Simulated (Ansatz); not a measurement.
Tunnelling through a barrier is set by its complex band structure: the current falls as exp(−2κd) with the smallest κ.

Given:

```yaml
crystal:
  lattice:
    - [3.59928, 0.00000, 0.00000]
    - [-1.79964, 3.11707, 0.00000]
    - [1.79964, 1.03902, 2.93880]
  atoms:
    - { symbol: Zr, position: [0.00000, 0.00000, 0.00000] }
    - { symbol: O, position: [0.50000, 0.75000, 0.75000] }
    - { symbol: O, position: [0.50000, 0.25000, 0.25000] }
```

Space group of this cell: Fm-3m, fluorite. The cell is taken as given.

Transport runs along the normal of the first two printed cell vectors, the (111) plane of the conventional cell.

The gap is the functional's own. No spin-orbit coupling. Mid-gap values are interpolated on the energy grid.

Task: Give the band gap and the smallest decay constant κ at mid-gap that Ansatz (a quantum-chemistry and plane-wave program) with r2SCAN yields.

Result: Gap 3.89 eV on a 12×12×12 mesh; κ = 0.440 1/Å, at the zone centre.
